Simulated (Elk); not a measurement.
## A self-consistent single point of LaH₃ (I4/mmm, 4 atoms in the cell) with Elk

Level of theory: PBEsol, all-electron FP-LAPW, Elk's shipped species files, APW+lo basis with extra local orbitals in Elk.

This input was run:

```
tasks
  0

xctype
  22

rgkmax
  7.5

gmaxvr
  16.0

nxlo
  2

lorbcnd
  .true.

lmaxi
  3

swidth
  0.00183747

maxscl
  100

scale
  1.889726125

avec
   -1.8954650000    1.8954650000    3.0858070000
    1.8954650000   -1.8954650000    3.0858070000
    1.8954650000    1.8954650000   -3.0858070000

sppath
  './'

atoms
  2
  'La.in'
  1
  0.0000000000  0.0000000000  0.0000000000    0.0 0.0 0.0
  'H.in'
  3
  0.7500000000  0.2500000000  0.5000000000    0.0 0.0 0.0
  0.2500000000  0.7500000000  0.5000000000    0.0 0.0 0.0
  0.5000000000  0.5000000000  0.0000000000    0.0 0.0 0.0

ngridk
  6 6 6
```

Log, with long lists cut:

```
│ Elk code version 10.2.4 │

All units are atomic (Hartree, Bohr, etc.)

│ Ground-state run starting from atomic densities │

Lattice vectors :
  -3.581909730       3.581909730       5.831330105
   3.581909730      -3.581909730       5.831330105
   3.581909730       3.581909730      -5.831330105

Unit cell volume      :    299.2656643
Brillouin zone volume :   0.8288629237

Muffin-tin inner radius fraction :   0.1000000000E-01

Nuclei treated as point charges

Species :    1 (La)
 parameters loaded from : La.in
 name : lanthanum
 nuclear charge    :   -57.00000000
 electronic charge :    57.00000000
 atomic mass :    253209.2364
 muffin-tin radius :    2.800000000
 number of radial points in muffin-tin :    697
 atomic positions (lattice), magnetic fields (Cartesian) :
   1 :   0.00000000  0.00000000  0.00000000    0.00000000  0.00000000  0.00000000

Species :    2 (H)
 parameters loaded from : H.in
 name : hydrogen
 nuclear charge    :   -1.000000000
 electronic charge :    1.000000000
 atomic mass :    1837.362219
 muffin-tin radius :    1.400000000
 number of radial points in muffin-tin :    197
 atomic positions (lattice), magnetic fields (Cartesian) :
   1 :  -0.25000000  0.25000000  0.50000000    0.00000000  0.00000000  0.00000000
   2 :   0.25000000 -0.25000000  0.50000000    0.00000000  0.00000000  0.00000000
   3 :   0.50000000  0.50000000  0.00000000    0.00000000  0.00000000  0.00000000

Total number of atoms per unit cell :    4

Spin treatment :
 spin-unpolarised

Number of Bravais lattice symmetries :   16
Number of crystal symmetries         :   16
Crystal has inversion symmetry
Real symmetric eigensolver will be used

k-point grid :      6     6     6
k-point offset :    0.000000000       0.000000000       0.000000000
k-point set is reduced with full crystal symmetry group
Total number of k-points :       30

Muffin-tin radius times maximum |G+k| :    7.500000000
 using average radius
   [... lines left out ...]
Maximum |G| for potential and density :    16.00000000
 potential will be trimmed for |G| > 2 gkmax
Constant for pseudocharge density :   11
Radial integration step length :    4

G-vector grid sizes :     40    40    40
Number of G-vectors :    20673

Maximum angular momentum used for
 APW functions                      :    8
 outer part of muffin-tin           :    6
 inner part of muffin-tin           :    3

Total nuclear charge    :   -60.00000000
Total core charge       :    46.00000000
Total valence charge    :    14.00000000
Total excess charge     :    0.000000000
Total electronic charge :    60.00000000

Effective Wigner radius, rₛ :    1.059918186

Number of empty states         :   16
Total number of valence states :   23
Total number of core states    :   46

Conduction state local-orbitals added automatically
Total number of local-orbitals :  273

Exchange-correlation functional :     22     0     0
 PBEsol, Phys. Rev. Lett. 100, 136406 (2008)
 gradient requirement :    1
 generalised gradient approximation (GGA)

Smearing type :    3
 Fermi-Dirac
Smearing width :   0.1837470000E-02
Effective electronic temperature (K) :    580.2271348

Mixing type :    3
 Broyden mixing, J. Phys. A: Math. Gen. 17, L317 (1984)

Kohn-Sham potential initialised from atomic data
│ Self-consistent loop started │
│ Loop number : 1 │
 total energy                :     -8498.42802329
│ Loop number : 2 │
 total energy                :     -8498.51006608
RMS change in Kohn-Sham potential (target) :    242.3244619     (  0.1000000000E-05)
Absolute change in total energy (target)   :   0.8204278410E-01 (  0.1000000000E-03)
│ Loop number : 3 │
 total energy                :     -8498.75284711
RMS change in Kohn-Sham potential (target) :    139.6883221     (  0.1000000000E-05)
Absolute change in total energy (target)   :   0.2632917252     (  0.1000000000E-03)
│ Loop number : 4 │
 total energy                :     -8497.96956875
RMS change in Kohn-Sham potential (target) :    64.73231221     (  0.1000000000E-05)
Absolute change in total energy (target)   :   0.7174554268     (  0.1000000000E-03)
│ Loop number : 5 │
 total energy                :     -8497.08851888
RMS change in Kohn-Sham potential (target) :    26.25573082     (  0.1000000000E-05)
Absolute change in total energy (target)   :    1.060413722     (  0.1000000000E-03)
   [... lines left out ...]
Absolute change in total energy (target)   :   0.4936719324E-03 (  0.1000000000E-03)
│ Loop number : 14 │
 total energy                :     -8496.25163888
RMS change in Kohn-Sham potential (target) :   0.5865735045E-04 (  0.1000000000E-05)
Absolute change in total energy (target)   :   0.1222871069E-03 (  0.1000000000E-03)
│ Loop number : 15 │
 total energy                :     -8496.25163642
RMS change in Kohn-Sham potential (target) :   0.1166200809E-04 (  0.1000000000E-05)
Absolute change in total energy (target)   :   0.3303197991E-04 (  0.1000000000E-03)
│ Loop number : 16 │
 total energy                :     -8496.25163488
RMS change in Kohn-Sham potential (target) :   0.5078431624E-05 (  0.1000000000E-05)
Absolute change in total energy (target)   :   0.9794233847E-05 (  0.1000000000E-03)
│ Loop number : 17 │
 total energy                :     -8496.25163439
RMS change in Kohn-Sham potential (target) :   0.8808067585E-06 (  0.1000000000E-05)
Absolute change in total energy (target)   :   0.2935530574E-05 (  0.1000000000E-03)
Convergence targets achieved

│ Loop number : 18 │

Energies :
 Fermi                       :     0.307997072541
 sum of eigenvalues          :     -5240.64064361
 electron kinetic            :      9090.90356795
 core electron kinetic       :      9034.72445211
 Coulomb                     :     -17385.2336474
 Coulomb potential           :     -14065.9918812
 nuclear-nuclear             :     -614.037108595
 electron-nuclear            :     -19476.4011964
 Hartree                     :      2705.20465759
 Madelung                    :     -10352.2377068
 xc potential                :     -265.552330323
 exchange                    :     -198.303715466
 correlation                 :     -3.61782846752
 electron entropic           :    -0.110688188090E-04
 total energy                :     -8496.25163448

Density of states at Fermi energy :   0.7131353114
 (states/Hartree/unit cell)

Estimated indirect band gap :   0.1209227373E-01
 from k-point      1 to k-point      4
Estimated direct band gap   :   0.1436252854E-01
 at k-point      1

Charges :
 core                        :    46.00000000
 valence                     :    14.00000000
 interstitial                :    3.197166079
 muffin-tins (core leakage)
  species :    1 (La)
   atom    1                 :    54.52794888     (  0.2242560342E-03)
  species :    2 (H)
   atom    1                 :   0.7859475683     (   0.000000000    )
   atom    2                 :   0.7859475683     (   0.000000000    )
   atom    3                 :   0.7029899008     (   0.000000000    )
 total in muffin-tins        :    56.80283392
 total calculated charge     :    60.00551737
 total charge                :    60.00000000
 error                       :   0.5517374890E-02

│ Self-consistent loop stopped │
```

The run converged in 18 iterations. The count includes the last loop, which Elk runs after its targets are met.

The starting cell comes from a database of computed structures (which also holds hypothetical and non-ambient phases and stackings), without a prior relaxation at this level. Its lattice was rescaled by a random factor within 2.5 % of one. Values depend on the basis (sphere radii, cutoffs, local orbitals), which need not be converged. The log's line on a gap gives a spacing of levels on this mesh, which the program prints for metals too.

Cost on one core of a shared machine: roughly 50 s.
